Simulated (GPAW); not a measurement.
Pressure against volume in zinc-blende BeS (space group 216) (GPAW, PBEsol)

```
BeS
1.0
    0.00000     2.36430     2.36430
    2.36430     0.00000     2.36430
    2.36430     2.36430     0.00000
Be S
1 1
Cartesian
  0.00000   0.00000   0.00000
  3.54645   3.54645   3.54645
```

Method of the run: PBEsol, GPAW PAW datasets PBEsol (made by gpaw-setup) (plane waves; GPAW). Settings: mode = pw; ecut = 780 eV; xc = PBEsol; kpts = 12 12 12; mesh shift (steps) = 0 0 0; occupations.name = fermi-dirac; occupations.width = 0.01 eV; nbands = -4; convergence.density = 1e-05 e/electron; convergence.bands = -2; symmetry.symmorphic = false; symmetry.tolerance = 0.0005; maxiter = 120. The cell above is the first row's. The rows scale it uniformly. In all rows fractional positions and the k mesh are held.

```csv
V (Å^3/atom),P (GPa)
13.216,?
13.504,5.02
13.791,2.67
14.078,0.54
14.365,-1.39
14.653,-3.15
14.940,-4.74
15.227,-6.19
15.515,-7.50
```

Taking a cubic for P over the 8 complete rows: With u = V - 14.5, the rows have u = -0.9960, -0.7090, -0.4220, -0.1350, 0.1530, 0.4400, 0.7270, 1.0150. Least squares gives P = -2.239 - 6.1253·u + 1.0466·u² - 0.1193·u³. Residuals (row less fit): 0.002, -0.002, -0.001, 0.003, 0.002, 0.002, -0.005, 0.003; standard error 0.004 (degrees of freedom: 4). The fitted pressure is zero at V0 = 14.16, where dP/dV = -6.889, so B0 = -V0·dP/dV = 97.5 GPa.

### Question
What does the fit predict for P at V = 13.216, and how far is the calculated value from it?

### Answer
u = -1.2840, so P = -2.239 - 6.1253 × (-1.2840) + 1.0466 × (-1.2840)² - 0.1193 × (-1.2840)³ = 7.604 GPa. The calculation gives 7.61 GPa, 0.006 GPa above the prediction (under 0.05 % of the range of P in the table). The row lies outside the fitted rows, so this is an extrapolation. From the scatter of the fitted rows alone, a prediction at this place has a standard error of 0.010 GPa, so the miss is 0.6 times that.

Carrying the step between the two nearest rows on in a straight line would have given 7.38, off by 0.23; series whose last step already gives the withheld value aren't shown. The scan was laid around a cell of about the measured size, scaled by a guess for this functional. The runs keep the symmetry of the cell, so they don't test it for distortions. Cutoffs and mesh are single choices, not tested for convergence of this quantity. Series with a scatter that would blur these digits, or in which a gap closes, are not shown.
